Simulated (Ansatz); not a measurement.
Start from Mg2Ge in the anti-fluorite structure (space group Fm-3m, No. 225).

```
CELL_PARAMETERS angstrom
      0.00000     3.18222     3.18222
      3.18222     0.00000     3.18222
      3.18222     3.18222     0.00000
ATOMIC_POSITIONS crystal
  Ge 0.00000 0.00000 0.00000
  Mg 0.25000 0.25000 0.25000
  Mg 0.75000 0.75000 0.75000
```

The values are results of PBEsol (Ansatz, a quantum-chemistry and plane-wave program), no spin-orbit coupling, not measurements.

For the base:

The width of the top valence band is 2.73 eV and the gap character comes out as indirect, Γ → X.

One thing is altered: every lattice vector is stretched by 0.54 %, atoms relaxed at fixed cell.

**Question.** Predict the new width of the top valence band.

**Answer.** The width of the top valence band drops by 0.037 eV to 2.70 eV.

**Question.** Estimate the effect on the energy relative to the base.

**Answer.** The energy increases by 0.9 meV/atom.

**Question.** How does this affect the gap character?

**Answer.** The gap character remains indirect, Γ → X.

The cells carry an imposed strain or load. Whether these cells are dynamically stable was not tested.
